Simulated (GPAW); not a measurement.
## GPAW run on SrSi3Ni (I4mm, 5 atoms in the cell): self-consistent single point

Method of the run: LDA (Perdew-Wang 92), GPAW PAW datasets LDA (gpaw-data 1.0.1) (plane waves; GPAW 25.7.0).

This input was run:

```python
from ase import Atoms
from ase.units import GPa
from gpaw import GPAW

atoms = Atoms(['Sr', 'Si', 'Si', 'Si', 'Ni'],
              cell=[[-2.049245, 2.049245, 4.804228],
                    [2.049245, -2.049245, 4.804228],
                    [2.049245, 2.049245, -4.804228]],
              scaled_positions=[[0.598900, 0.598900, 0.000000],
                                [0.002090, 0.002090, 0.000000],
                                [0.349960, 0.849960, 0.500000],
                                [0.849960, 0.349960, 0.500000],
                                [0.244780, 0.244780, 0.000000]],
              pbc=True)

calc = GPAW(mode={'name': 'pw', 'ecut': 850},
            xc='LDA',
            kpts={'size': (10, 10, 10), 'gamma': True},
            occupations={'name': 'methfessel-paxton', 'width': 0.05, 'order': 0},
            nbands=-9,
            convergence={'density': 1e-05},
            symmetry={'symmorphic': False, 'tolerance': 0.0005},
            maxiter=120)

atoms.calc = calc

energy = atoms.get_potential_energy()
print('Energy (eV):', round(energy, 6))
forces = atoms.get_forces()
print('Forces (eV/Ang):')
print(forces.round(5))
stress = atoms.get_stress()
print('Stress (GPa, Voigt):', (stress / GPa).round(4))
```

Output, abridged:

```
Input parameters:
  convergence: {density: 1e-05}
  kpts: {gamma: True,
         size: (10, 10, 10)}
  maxiter: 120
  mode: {ecut: 850,
         name: pw}
  nbands: -9
  occupations: {name: methfessel-paxton,
                order: 0,
                width: 0.05}
  symmetry: {symmorphic: False,
             tolerance: 0.0005}

species:
  Sr:
    name: Strontium
    Z: 38.0
    valence: 10
    core: 28
    charge: 0.0
    file: Sr.LDA.gz

    # Using partial waves for Sr as LCAO basis

  Si:
    name: Silicon
    Z: 14.0
    valence: 4
    core: 10
    charge: 0.0
    file: Si.LDA.gz

    # Using partial waves for Si as LCAO basis

  Ni:
    name: Nickel
    Z: 28.0
    valence: 16
    core: 12
    charge: 0.0
    file: Ni.LDA.gz

    # Using partial waves for Ni as LCAO basis

Reference energy: -151273.470482  # eV

Spin-paired calculation

Convergence criteria:
 Maximum [total energy] change in last 3 cyles: 0.0005 eV / valence electron
 Maximum integral of absolute [dens]ity change: 1e-05 electrons / valence electron
 Maximum integral of absolute [eigenst]ate change: 4e-08 eV^2 / valence electron
 Maximum number of scf [iter]ations: 120

Symmetries present (total): 8
Symmetries with fractional translations: 0
1000 k-points: 10 x 10 x 10 Monkhorst-Pack grid + [1/20,1/20,1/20]
102 k-points in the irreducible part of the Brillouin zone
       k-points in crystal coordinates                weights
   0:     0.00000000    0.00000000    0.00000000          1/1000
   1:     0.10000000   -0.10000000    0.00000000          4/1000
   2:     0.10000000   -0.10000000    0.10000000          4/1000
   [... 7 lines left out ...]
          ...
 101:     0.50000000    0.50000000    0.50000000          1/1000

Wave functions: Plane wave expansion
  Cutoff energy: 850.000 eV
  Number of coefficients (min, max): 4527, 4567
  Pulay-stress correction: 0.000000 eV/Ang^3 (de/decut=0.000000)

Occupation numbers: Methfessel-Paxton:
  width: 0.0500  # eV
  order: 0

Eigensolver

Densities:
  Coarse grid: 40*40*40 grid
  Fine grid: 80*80*80 grid
  Total Charge: 0.000000

Density mixing:
  Method: separate
  Backend: pulay
  Linear mixing parameter: 0.05
  old densities: 5
  Damping of long wavelength oscillations: 50

Hamiltonian:
  XC and Coulomb potentials evaluated on a 80*80*80 grid
  External potential:
    NoExternalPotential

Number of atoms: 5
Number of atomic orbitals: 29
Number of bands in calculation: 28
Number of valence electrons: 38
Bands to converge: occupied

Density initialized from atomic densities
  28 bands from LCAO basis set

Atomic positions and initial magnetic moments

Positions:
   0 Sr     0.000000   -0.000000    5.754504    ( 0.0000,  0.0000,  0.0000)
   1 Si     0.000000   -0.000000    0.020082    ( 0.0000,  0.0000,  0.0000)
   2 Si     2.049245   -0.000000    3.362575    ( 0.0000,  0.0000,  0.0000)
   3 Si     0.000000    2.049245    3.362575    ( 0.0000,  0.0000,  0.0000)
   4 Ni     0.000000   -0.000000    2.351958    ( 0.0000,  0.0000,  0.0000)

Unit cell:
           periodic     x           y           z      points  spacing
  1. axis:    yes   -2.049245    2.049245    4.804228    40     0.0942
  2. axis:    yes    2.049245   -2.049245    4.804228    40     0.0942
  3. axis:    yes    2.049245    2.049245   -4.804228    40     0.0725

  Lengths:   5.610652   5.610652   5.610652
  Angles:  137.155064 137.155064  62.199553

Effective grid spacing dv^(1/3) = 0.1080

     iter     time        total  log10-change:
                         energy   eigst   dens
iter:   1 --:--:--   -31.721624
iter:   2 --:--:--   -31.396728   -0.33  -1.23
iter:   3 --:--:--   -31.250149   -0.89  -1.28
iter:   4 --:--:--   -31.036728   -1.89  -1.39
iter:   5 --:--:--   -31.042892   -2.36  -1.54
iter:   6 --:--:--   -31.027682c  -3.27  -1.90
iter:   7 --:--:--   -31.025066c  -3.06  -1.99
iter:   8 --:--:--   -31.024234c  -4.92  -2.63
iter:   9 --:--:--   -31.023895c  -3.98  -2.69
iter:  10 --:--:--   -31.023814c  -4.25  -2.98
iter:  11 --:--:--   -31.023423c  -4.97  -2.94
iter:  12 --:--:--   -31.023373c  -5.82  -3.25
iter:  13 --:--:--   -31.023319c  -5.62  -3.32
iter:  14 --:--:--   -31.023317c  -6.17  -3.78
iter:  15 --:--:--   -31.023317c  -7.39  -3.90
iter:  16 --:--:--   -31.023315c  -6.20  -3.94
iter:  17 --:--:--   -31.023315c  -7.44c -4.22
iter:  18 --:--:--   -31.023315c  -8.26c -4.29
iter:  19 --:--:--   -31.023314c  -7.59c -4.34
iter:  20 --:--:--   -31.023314c  -8.05c -4.65
iter:  21 --:--:--   -31.023314c  -8.88c -4.95
iter:  22 --:--:--   -31.023314c  -8.59c -5.06c

Converged after 22 iterations.

Dipole moment: (-0.000000, 0.000000, 6.081772) |e|*Ang

Energy contributions relative to reference atoms: (reference = -151273.470482)

Kinetic:        +33.910411
Potential:      -22.735179
External:        +0.000000
XC:             -41.802932
Entropy (-ST):   -0.001292
Local:           -0.394969
SIC:             +0.000000
--------------------------
Free energy:    -31.023961
Extrapolated:   -31.023314

Showing only first 2 kpts
 Kpt  Band  Eigenvalues  Occupancy
  0    17      6.65154    2.00000
  0    18      8.86539    0.00000
  0    19      8.86539    0.00000
  0    20      9.23196    0.00000

  1    17      6.92441    2.00000
  1    18      7.91820    2.00000
  1    19      8.18890    2.00000
  1    20      9.59855    0.00000

Fermi level: 8.38727

No gap
No difference between direct/indirect transitions
Energy (eV): -31.023314

Forces in eV/Ang:
  0 Sr    0.00000   -0.00000   -0.02680
  1 Si    0.00000    0.00000    0.35851
  2 Si    0.00000    0.00000   -0.08496
  3 Si    0.00000    0.00000   -0.08496
  4 Ni   -0.00000    0.00000   -0.16087

Stress tensor:
    -0.011793    -0.000000    -0.000000
    -0.000000    -0.011793    -0.000000
    -0.000000    -0.000000    -0.005492
Stress (GPa, Voigt): [-1.8894 -1.8894 -0.8799 -0.     -0.     -0.    ]
```

The run converged in 22 iterations. GPAW prints stress with tension positive.

The starting cell comes from a database of computed structures (which also holds hypothetical and non-ambient phases and stackings), without a prior relaxation at this level. Its lattice was rescaled by a random factor within 2.5 % of one. Spin polarisation is off.

Cost on one core of a shared machine: roughly 5 min.
